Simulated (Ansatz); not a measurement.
# Response to strain in GaAs

The parent structure is GaAs in the zinc blende structure (space group F-43m, No. 216; a = 5.6590 Å). Axes: x, y, z lie along the cube axes.

Strains are applied to the cell and any free atomic positions relax; under biaxial strain the out-of-plane vector relaxes too; under stress the whole cell relaxes.

Level of theory: DFT with PBEsol, PAW potentials and a 420 eV plane-wave cutoff in Ansatz (an electronic-structure program), scalar-relativistic without spin-orbit coupling.

Candidates:
(a) tensor shear ε_xz = +2.65 %
(b) uniaxial strain ε_xx = −2.65 %
(c) uniaxial stress, 2 GPa tension along z
(d) isotropic strain −4.65 %
(e) biaxial strain −0.13 %, plane normal [111], relaxed out of plane

Notes on the quantities. energy relative to the base: free energy F.

**Question.** Order them by energy relative to the base, lowest first.

**Answer.** (e) biaxial strain −0.13 %, plane normal [111], relaxed out of plane (0.0 meV/atom), (c) uniaxial stress, 2 GPa tension along z (+3.4 meV/atom), (b) uniaxial strain ε_xx = −2.65 % (+5.6 meV/atom), (a) tensor shear ε_xz = +2.65 % (+11 meV/atom), (d) isotropic strain −4.65 % (+113 meV/atom)

Stability under load was not tested beyond the relaxation.
